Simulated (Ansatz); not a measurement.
The reference is Mg$_{2}$Sn (space group Fm-3m, No. 225; a = 6.6638 Å; relaxed with 0.1 eV smearing).

Level of theory: DFT with LDA, PAW potentials and a 420 eV plane-wave cutoff in Ansatz (a first-principles code), spin-orbit coupling left out.

Before the change:

The pressure comes out as 0.0 GPa and the band gap is zero.

Perturbation: an isotropic linear strain of −0.50 %, atoms relaxed at fixed cell.

Question: What does the calculation give for the energy relative to the base after the change?

Answer: The energy rises by 0.8 meV/atom.

Question: How does this affect the pressure?

Answer: The pressure goes from zero to 0.7 GPa.

Question: What happens to the band gap?

Answer: The band gap is still zero.

No phonon test of stability was made.
